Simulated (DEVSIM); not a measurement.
System: isotype n-n heterojunction Si/Ge, at 400 K.

Layer 1 from the left is Si, thickness (μm) 0.220, Nd (cm⁻³) 4e17, τn (s) 4.6e-7, τp (s) 4.6e-7. Layer 2 from the left is Ge, thickness (μm) 0.130, Nd (cm⁻³) 5e15, τn (s) 4.6e-7, τp (s) 1.4e-7.

Left contact: ohmic. Right contact: ohmic. Voltage is applied to the left contact. Recombination: SRH at mid-gap, radiative, Auger. Mobility is μmin + (μ − μmin)/(1 + (N/Nref)^α).

This is a model device: material constants are rounded textbook-type values typed into the input, and sizes, dopings and lifetimes were drawn at random. Values at 300 K; Nc and Nv go as T^1.5, mobilities as T to minus their exponent, the gap by Varshni's rule with the affinity fixed.

Si: gap (eV) 1.124, affinity (eV) 4.05, permittivity 11.7, Nc (cm⁻³) 2.86e19, Nv (cm⁻³) 3.1e19, μn (cm²/Vs) 1417, μp (cm²/Vs) 470, μn,min 52, μp,min 45, Nref,n 9.7e16, Nref,p 2.2e17, αn 0.68, αp 0.72, T exponent of μn 2.3, T exponent of μp 2.2, B (cm³/s) 4.7e-15, Cn (cm⁶/s) 2.8e-31, Cp (cm⁶/s) 9.9e-32, Varshni α (eV/K) 0.000473, Varshni β (K) 636. Ge: gap (eV) 0.664, affinity (eV) 4, permittivity 16, Nc (cm⁻³) 1.04e19, Nv (cm⁻³) 6e18, μn (cm²/Vs) 3900, μp (cm²/Vs) 1900, μn,min 150, μp,min 100, Nref,n 2.6e17, Nref,p 4e17, αn 0.56, αp 0.6, T exponent of μn 1.66, T exponent of μp 2.33, B (cm³/s) 6.4e-14, Cn (cm⁶/s) 1e-31, Cp (cm⁶/s) 1e-31, Varshni α (eV/K) 0.000477, Varshni β (K) 235.

Model (solved in DEVSIM): 1D drift-diffusion, Boltzmann statistics, complete ionisation; no tunnelling, impact ionisation, image-force lowering or self-heating. Band offsets follow the typed affinities; no thermionic-emission limit at abrupt steps, no polarisation charge.

### Question
What does the simulation give for the potential step across the device at zero bias?

### Answer
potential step across the device at zero bias 0.064 V.
